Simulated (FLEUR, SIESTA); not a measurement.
A FLEUR input for a self-consistent single point of SnO2 (R-3m, 3 atoms in the cell) (DFT, LDA (Vosko-Wilk-Nusair), all-electron FLAPW (FLEUR), scalar-relativistic valence):

Input of the input generator:

```
SnO2 FLAPW
&input film=f /
2.9947487560 1.7290185064 8.8903697172
-2.9947487560 1.7290185064 8.8903697172
-0.0000000000 -3.4580384949 8.8903694290
1.0
1.0 1.0 1.0

3
50 0.5000000000 0.5000000000 0.5000000000
8 0.2371690000 0.2371690000 0.2371690000
8 0.7628310000 0.7628310000 0.7628310000

&comp jspins=1 /
&exco xctyp='vwn' /
&kpt div1=12 div2=12 div3=12 gamma=t /
&end /
```

```xml
<?xml version="1.0" encoding="UTF-8" standalone="no"?>
<fleurInput fleurInputVersion="0.39">
   <comment>
      SnO2 FLAPW                                                                                          
   </comment>
   <calculationSetup>
      <cutoffs Kmax="4.6" Gmax="13.8" GmaxXC="13.8" numbands="0"/>
      <scfLoop itmax="60" minDistance="0.00001" maxIterBroyd="40" imix="Anderson" alpha="0.05" precondParam="0.0" spinf="2.0"/>
      <coreElectrons ctail="T" frcor="F" kcrel="0" coretail_lmax="0"/>
      <xcFunctional name="vwn" relativisticCorrections="F"/>
      <magnetism jspins="1"/>
      <soc l_soc="F" theta="0.0" phi="0.0" spav="F"/>
      <expertModes spex="0" secvar="F"/>
      <geometryOptimization l_f="T" forcealpha="1.0" forcemix="BFGS" epsdisp="0.00001" epsforce="0.00001"/>
      <ldaU l_linMix="F" mixParam="0.05" spinf="1.0"/>
   </calculationSetup>
   <cell>
      <bzIntegration valenceElectrons="26.0" mode="hist" fermiSmearingEnergy="0.00036749">
         <kPointListSelection listName="default-1"/>
         <!-- k-points included here -->
         <xi:include xmlns:xi="http://www.w3.org/2001/XInclude" href="kpts.xml"> </xi:include>
      </bzIntegration>
      <!-- symmetry operations included here -->
      <xi:include xmlns:xi="http://www.w3.org/2001/XInclude" href="sym.xml"> </xi:include>
      <bulkLattice scale="1.0">
         <bravaisMatrix>
            <row-1>    2.9947487559999999     1.7290185064000001     8.8903697172000005</row-1>
            <row-2>   -2.9947487559999999     1.7290185064000001     8.8903697172000005</row-2>
            <row-3>    0.0000000000000000    -3.4580384948999998     8.8903694289999997</row-3>
         </bravaisMatrix>
      </bulkLattice>
   </cell>
   <atomSpecies>
      <species name="Tin (Sn)" element="Sn" atomicNumber="50">
         <mtSphere radius="2.34" gridPoints="827" logIncrement="0.016"/>
         <atomicCutoffs lmax="10" lnonsphr="8"/>
         <electronConfig flipSpins="F">
            <coreConfig>(1s1/2) (2s1/2) (2p1/2) (2p3/2) (3s1/2) (3p1/2) (3p3/2) (4s1/2) (3d3/2) (3d5/2) (4p1/2) (4p3/2)</coreConfig>
            <valenceConfig>(5s1/2) (4d3/2) (4d5/2) (5p1/2) (5p3/2)</valenceConfig>
            <stateOccupation state="(5p1/2)" spinUp="0.3333333333333" spinDown="0.3333333333333"/>
            <stateOccupation state="(5p3/2)" spinUp="0.6666666666667" spinDown="0.6666666666667"/>
         </electronConfig>
         <energyParameters s="5" p="5" d="5" f="4"/>
         <lo type="SCLO" l="2" n="4" eDeriv="0"/>
      </species>
      <species name="Oxygen (O)" element="O" atomicNumber="8">
         <mtSphere radius="1.32" gridPoints="467" logIncrement="0.023"/>
         <atomicCutoffs lmax="6" lnonsphr="4"/>
         <electronConfig flipSpins="F">
            <coreConfig>(1s1/2)</coreConfig>
            <valenceConfig>(2s1/2) (2p1/2) (2p3/2)</valenceConfig>
            <stateOccupation state="(2p1/2)" spinUp="0.6666666666667" spinDown="0.6666666666667"/>
            <stateOccupation state="(2p3/2)" spinUp="1.3333333333333" spinDown="1.3333333333333"/>
         </electronConfig>
         <energyParameters s="2" p="2" d="3" f="4"/>
      </species>
   </atomSpecies>
   <atomGroups>
      <atomGroup species="Tin (Sn)">
         <relPos label="                   1">1.000/2.000 1.000/2.000 1.000/2.000</relPos>
         <force calculate="T" relaxXYZ="TTT"/>
      </atomGroup>
      <atomGroup species="Oxygen (O)">
         <relPos label="                   2">.2371690000 .2371690000 .2371690000</relPos>
         <relPos label="                   3">-.2371690000 -.2371690000 -.2371690000</relPos>
         <force calculate="T" relaxXYZ="TTT"/>
      </atomGroup>
   </atomGroups>
   <output dos="F" band="F" slice="F">
      <checks vchk="F" cdinf="F"/>
      <bandDOS minEnergy="-.5*Htr" maxEnergy="0.5*Htr" sigma="0.015" storeEVData="T"/>
      <vacuumDOS vacdos="F" integ="F" star="F" nstars="0" locx1="0.0" locy1="0.0" locx2="0.0" locy2="0.0" nstm="0" tworkf="0.0"/>
      <unfoldingBand unfoldBand="F" supercellX="1" supercellY="1" supercellZ="1"/>
      <plotting iplot="0" polar="F">
         <plot TwoD="T" vec1="  1.0  0.0  0.0" vec2="  0.0  1.0  0.0" vec3="  0.0  0.0  1.0" zero="  0.0  0.0  0.0" file="plot"/>
      </plotting>
      <chargeDensitySlicing numkpt="0" minEigenval="0.0" maxEigenval="0.0" nnne="0" pallst="F"/>
      <specialOutput eonly="F"/>
      <magneticCircularDichroism mcd="F" energyLo="-10.0" energyUp="0.0"/>
   </output>
  <!-- We include the file relax.xml here to enable relaxations (see documentation) -->
  <xi:include xmlns:xi="http://www.w3.org/2001/XInclude" href="relax.xml"> <xi:fallback/> </xi:include>
</fleurInput>
```

Problem. Give the SIESTA input for the same structure, mesh, smearing and functional.

Solution. This is the input that was run; spellings and numerical settings could be chosen otherwise.

```
# files in the folder: Sn.psml O.psml (PseudoDojo LDA standard)
SystemName  SnO2
SystemLabel siesta

NumberOfAtoms                3
NumberOfSpecies              2
%block ChemicalSpeciesLabel
  1 50 Sn
  2 8 O
%endblock ChemicalSpeciesLabel
LatticeConstant              1.0 Ang
%block LatticeVectors
     1.584753000    0.914957000    4.704581000
    -1.584753000    0.914957000    4.704581000
     0.000000000   -1.829915000    4.704581000
%endblock LatticeVectors
AtomicCoordinatesFormat      Ang
%block AtomicCoordinatesAndAtomicSpecies
     0.000000000   -0.000000500    7.056871500  1
     0.000000000   -0.000000237    3.347342314  2
    -0.000000000   -0.000000763   10.766400686  2
%endblock AtomicCoordinatesAndAtomicSpecies

XC.functional                LDA
XC.authors                   PW92
PAO.BasisSize                DZP
PAO.EnergyShift              0.01 Ry
MeshCutoff                   300 Ry
%block kgrid.MonkhorstPack
   12   0   0  0.0
    0  12   0  0.0
    0   0  12  0.0
%endblock kgrid.MonkhorstPack
OccupationFunction           FD
ElectronicTemperature        10.0 meV

MaxSCFIterations             150
SCF.Mixer.Method             Pulay
SCF.Mixer.Weight             0.2
SCF.Mixer.History            8
SCF.DM.Tolerance             1.0E-04
Diag.ParallelOverK           true
WriteForces                  true
```

Basis, cutoffs, solver keys and any potentials are the target program's own. This input uses DFT, LDA PW92, numerical atomic orbitals DZP, PseudoDojo LDA standard norm-conserving potentials (rewritten from UPF to PSML). LDA parametrisations can differ slightly between programs.

The starting cell comes from a database of computed structures (which also holds hypothetical and non-ambient phases and stackings), without a prior relaxation at this level. For this run, on top of that: lattice scaled by 0.98.
